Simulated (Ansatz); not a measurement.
Ta2O5 (model structure, Pbam, No. 55, 14 atoms in the cell)

Level of theory: PBEsol+SOC (Ansatz, a program for electronic structure, plane waves, PAW).

Run with plane-wave cutoff 520 eV, 6×4×8 k mesh (along the axes of the cell as run), Fermi–Dirac smearing 0.01 eV, PAW data made under PBE.

Cell (relaxed with PBEsol):

Ta2O5 is modelled in the orthorhombic space group Pbam (No. 55), Pearson symbol oP14. Lattice parameters: a = 6.1955 Å, b = 7.3257 Å, c = 3.7866 Å, α = β = γ = 90.00°. Ta on 4g has 3 O at 1.921 Å and 3 O at 2.026–2.078 Å. O1 on 4h is surrounded by 2 Ta at 1.921 Å (bent). O2 on 2a has 2 Ta at 1.922 Å (linear). O3 on 4g sees 3 Ta at 2.026–2.078 Å (trigonal planar). (Neighbours: up to the widest gap in distance over summed covalent radii, below 1.35, at either atom; cation-cation and far metal-metal contacts left out.)

| Item | Result |
|---|---|
| band gap | 2.13 eV (on the SCF k mesh) |
| Γ–Γ gap | 3.22 eV |

Note: the relaxation could raise the start's symmetry but not lower it, so the cell can be a saddle point; cell and atoms aren't relaxed at this level (pressure -0.3 GPa).

Computed values are for the static lattice.

Computing time: around 7 core-minutes (rough).

A model structure was made by putting elements into a prototype or built by hand; it is no filed structure, need not be a known phase, and can be a saddle point held by its symmetry.
